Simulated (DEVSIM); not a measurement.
# abrupt GaAs p-n junction

System: abrupt GaAs p-n junction, at 300 K.

```
layer (left to right)  material  thickness (μm)  Nd (cm⁻³)  Na (cm⁻³)  τn (s)  τp (s)
---------------------  --------  --------------  ---------  ---------  ------  ------
1                          GaAs           0.590          -     5.1e16  6.5e-9  6.5e-9
2                          GaAs             160     2.3e15          -  6.5e-9  6.5e-9
```

Left contact: ohmic. Right contact: ohmic. Voltage is applied to the left contact. Recombination: SRH at mid-gap, Auger. Mobility is constant in doping.

The device is made up for the run: typed textbook-type constants, with dimensions and the other settings drawn at random. Values at 300 K.

```tsv
parameter	GaAs
gap (eV)	1.424
affinity (eV)	4.07
permittivity	12.9
Nc (cm⁻³)	4.7e17
Nv (cm⁻³)	9e18
μn (cm²/Vs)	8500
μp (cm²/Vs)	400
Cn (cm⁶/s)	1e-30
Cp (cm⁶/s)	1e-30
```

Model (solved in DEVSIM): 1D drift-diffusion, Boltzmann statistics, complete ionisation; no tunnelling, impact ionisation, image-force lowering or self-heating.

```json
{
  "potential_step_across_the_device_at_zero_bias": "1.153 V",
  "largest_field_in_the_device_at_zero_bias": "26000 V/cm",
  "Dark forward voltage at 1 A/cm²": "0.965 V",
  "Dark forward voltage at 100 A/cm²": "1.585 V"
}
```

Small-signal capacitance in reverse bias (quasi-static):

```tsv
V (V)	C (nF/cm²)
-0.1	13.0
-0.25	12.2
-0.5	11.2
-0.75	10.4
-1	9.79
-1.5	8.80
-2	8.06
-2.5	7.48
-3.25	6.80
-4	6.28
-5	5.75
```

Dark forward current:

| V (V) | J (A/cm²) |
|---|---|
| 0.05 | 2.3e-10 |
| 0.20 | 6.6e-9 |
| 0.35 | 1.3e-7 |
| 0.50 | 2.8e-6 |
| 0.60 | 2.2e-5 |
| 0.75 | 0.00080 |
| 0.90 | 0.11 |
| 1.05 | 7.5 |
| 1.20 | 30 |
| 1.35 | 56 |
| 1.45 | 75 |
| 1.60 | 100 |
| 1.75 | 130 |
| 1.90 | 160 |
